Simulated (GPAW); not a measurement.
Input and output of a self-consistent single point for LiBe (P2_1/m, 4 atoms in the cell) (GPAW)

Computed with PBEsol, GPAW PAW datasets PBEsol (made by gpaw-setup) (plane waves; GPAW).

Input as run:

```python
from ase import Atoms
from ase.units import GPa
from gpaw import GPAW, PW

atoms = Atoms(['Li', 'Li', 'Be', 'Be'],
              cell=[[2.295990, 0.000000, 0.000000],
                    [0.000000, 3.612770, 0.000000],
                    [-0.401744, 0.000000, 5.513523]],
              scaled_positions=[[0.736850, 0.250000, 0.154860],
                                [0.263150, 0.750000, 0.845140],
                                [0.756420, 0.250000, 0.576170],
                                [0.243580, 0.750000, 0.423830]],
              pbc=True)

calc = GPAW(mode=PW(850),
            xc='PBEsol',
            kpts=(11, 7, 5),
            occupations={'name': 'methfessel-paxton', 'width': 0.272, 'order': 0},
            nbands=-10,
            convergence={'forces': 0.001},
            symmetry={'symmorphic': False, 'tolerance': 0.0005},
            maxiter=150)

atoms.calc = calc

energy = atoms.get_potential_energy()
print('Energy (eV):', round(energy, 6))
forces = atoms.get_forces()
print('Forces (eV/Ang):')
print(forces.round(5))
stress = atoms.get_stress()
print('Stress (GPa, Voigt):', (stress / GPa).round(4))
```

Output, abridged:

```
Input parameters:
  convergence: {forces: 0.001}
  kpts: [11  7  5]
  maxiter: 150
  mode: {ecut: 850.0,
         name: pw}
  nbands: -10
  occupations: {name: methfessel-paxton,
                order: 0,
                width: 0.272}
  symmetry: {symmorphic: False,
             tolerance: 0.0005}
  xc: PBEsol

species:
  Li:
    name: Lithium
    Z: 3.0
    valence: 1
    core: 2
    charge: 0.0
    file: Li.PBEsol.gz

    # Using partial waves for Li as LCAO basis

  Be:
    name: Beryllium
    Z: 4.0
    valence: 2
    core: 2
    charge: 0.0
    file: Be.PBEsol.gz

    # Using partial waves for Be as LCAO basis

Reference energy: -1193.124819  # eV

Spin-paired calculation

Convergence criteria:
 Maximum [total energy] change in last 3 cyles: 0.0005 eV / valence electron
 Maximum integral of absolute [dens]ity change: 0.0001 electrons / valence electron
 Maximum integral of absolute [eigenst]ate change: 4e-08 eV^2 / valence electron
 Maximum change in the atomic [forces] across last 2 cycles: 0.001 eV/Ang OR
Maximum error relative to the maximum force is below inf
 Maximum number of scf [iter]ations: 150

Symmetries present (total): 4
Symmetries with fractional translations: 2
385 k-points: 11 x 7 x 5 Monkhorst-Pack grid
112 k-points in the irreducible part of the Brillouin zone
       k-points in crystal coordinates                weights
   0:     0.00000000    0.00000000    0.00000000          1/385
   1:     0.00000000    0.00000000    0.20000000          2/385
   2:     0.00000000    0.00000000    0.40000000          2/385
   [... 7 lines left out ...]
          ...
 111:     0.45454545    0.42857143    0.40000000          4/385

Wave functions: Plane wave expansion
  Cutoff energy: 850.000 eV
  Number of coefficients (min, max): 2543, 2597
  Pulay-stress correction: 0.000000 eV/Ang^3 (de/decut=0.000000)

Occupation numbers: Methfessel-Paxton:
  width: 0.2720  # eV
  order: 0

Eigensolver

Densities:
  Coarse grid: 16*28*40 grid
  Fine grid: 32*56*80 grid
  Total Charge: 0.000000

Density mixing:
  Method: separate
  Backend: pulay
  Linear mixing parameter: 0.05
  old densities: 5
  Damping of long wavelength oscillations: 50

Hamiltonian:
  XC and Coulomb potentials evaluated on a 32*56*80 grid
  External potential:
    NoExternalPotential

XC parameters: PBEsol with 2 nearest neighbor stencil

Number of atoms: 4
Number of atomic orbitals: 16
Number of bands in calculation: 13
Number of valence electrons: 6
Bands to converge: occupied

Density initialized from atomic densities
  13 bands from LCAO basis set

Atomic positions and initial magnetic moments

Positions:
   0 Li     1.629586    0.903192    0.853824    ( 0.0000,  0.0000,  0.0000)
   1 Li     0.264660    2.709577    4.659699    ( 0.0000,  0.0000,  0.0000)
   2 Be     1.505260    0.903192    3.176727    ( 0.0000,  0.0000,  0.0000)
   3 Be     0.388986    2.709577    2.336796    ( 0.0000,  0.0000,  0.0000)

Unit cell:
           periodic     x           y           z      points  spacing
  1. axis:    yes    2.295990    0.000000    0.000000    16     0.1431
  2. axis:    yes    0.000000    3.612770    0.000000    28     0.1290
  3. axis:    yes   -0.401744    0.000000    5.513523    40     0.1378

  Lengths:   2.295990   3.612770   5.528140
  Angles:   90.000000  94.167504  90.000000

Effective grid spacing dv^(1/3) = 0.1367

     iter     time        total  log10-change:
                         energy   eigst   dens  force
iter:   1 --:--:--   -11.237879
iter:   2 --:--:--   -11.212595   -1.37  -1.04
iter:   3 --:--:--   -11.172023   -2.16  -1.09
iter:   4 --:--:--   -11.178987   -3.06  -1.35
iter:   5 --:--:--   -11.206262   -2.34  -1.42
iter:   6 --:--:--   -11.206398   -3.67  -2.33
iter:   7 --:--:--   -11.206477c  -4.53  -2.38
iter:   8 --:--:--   -11.206493c  -5.86  -3.13
iter:   9 --:--:--   -11.206489c  -6.35  -3.29
iter:  10 --:--:--   -11.206489c  -7.62c -3.66
iter:  11 --:--:--   -11.206489c  -8.90c -4.24c
iter:  12 --:--:--   -11.206488c  -9.55c -4.29c -3.21c

Converged after 12 iterations.

Dipole moment: (0.000000, -0.000000, -0.000000) |e|*Ang

Energy contributions relative to reference atoms: (reference = -1193.124819)

Kinetic:        +10.887396
Potential:       -6.347676
External:        +0.000000
XC:             -15.732159
Entropy (-ST):   -0.037706
Local:           +0.004804
SIC:             +0.000000
--------------------------
Free energy:    -11.225341
Extrapolated:   -11.206488

Showing only first 2 kpts
 Kpt  Band  Eigenvalues  Occupancy
  0     1      0.01882    2.00000
  0     2      0.90593    2.00000
  0     3      2.31320    1.99981
  0     4      7.42389    0.00000

  1     1     -0.65100    2.00000
  1     2      1.94851    2.00000
  1     3      2.37924    1.99929
  1     4      7.14978    0.00000

Fermi level: 3.03055

No gap
No difference between direct/indirect transitions
Energy (eV): -11.206488

Forces in eV/Ang:
  0 Li    0.00285    0.00000    0.01397
  1 Li   -0.00285    0.00000   -0.01397
  2 Be   -0.00051    0.00000    0.00374
  3 Be    0.00051    0.00000   -0.00374

Stress tensor:
     0.005406     0.000000    -0.001857
     0.000000     0.002380     0.000000
    -0.001857     0.000000     0.001044
Stress (GPa, Voigt): [ 0.8661  0.3813  0.1672  0.     -0.2975  0.    ]
```

The run converged in 12 iterations. GPAW prints stress with tension positive.

The starting cell comes from a database of computed structures (which also holds hypothetical and non-ambient phases and stackings), without a prior relaxation at this level.

Cost on one core of a shared machine: roughly 30 s.
